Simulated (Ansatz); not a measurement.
Band structure of CdTe (P6_3mc, 4 atoms in the cell).

```
CELL_PARAMETERS angstrom
      4.63327     0.00000     0.00000
     -2.31664     4.01253     0.00000
      0.00000     0.00000     7.60243
ATOMIC_POSITIONS crystal
  Cd 0.33333 0.66667 0.00036
  Cd 0.66667 0.33333 0.50036
  Te 0.33333 0.66667 0.37464
  Te 0.66667 0.33333 0.87464
```

Level of theory: LDA (PW92), default PAW files made with PBE (plane waves; Ansatz, a quantum-chemistry and plane-wave program).

Settings: basis.ecutwfc = 30.9 Ry; kpoints.mp_grid.grid = 6 6 3; hamiltonian.xc = lda; hamiltonian.pseudopotentials = {kind: paw} (the program's default PAW files); scf.occupations.method = fixed; kpoints.band_path.npoints = 8.

The starting cell comes from a database of computed structures (which also holds hypothetical and non-ambient phases and stackings), without a prior relaxation at this level. Spin-orbit coupling is off.

### Question
Predict the gap along the standard path and the places of the band edges.

### Answer
The gap along the path is 0.43 eV, direct at Γ to within 0.01 eV.

Levels in eV from the top of the valence band on the path, bands 33 to 40:
| point | 33 | 34 | 35 | 36 | 37 | 38 | 39 | 40 |
|---|---|---|---|---|---|---|---|---|
| Γ | -0.75 | -0.07 | 0.00 | 0.00 | 0.43 | 1.44 | 4.48 | 4.48 |
| M | -2.59 | -1.76 | -1.36 | -0.74 | 2.34 | 2.47 | 3.99 | 5.13 |
| K | -2.89 | -1.86 | -1.86 | -1.68 | 3.29 | 3.92 | 3.92 | 6.23 |
| A | -0.40 | -0.40 | -0.40 | -0.40 | 1.80 | 1.80 | 4.93 | 4.93 |
| L | -1.37 | -1.37 | -1.31 | -1.31 | 2.09 | 2.09 | 3.74 | 3.74 |
| H | -2.36 | -2.36 | -1.11 | -1.11 | 2.73 | 2.73 | 4.91 | 4.91 |

Keys are those of Ansatz 0.2.
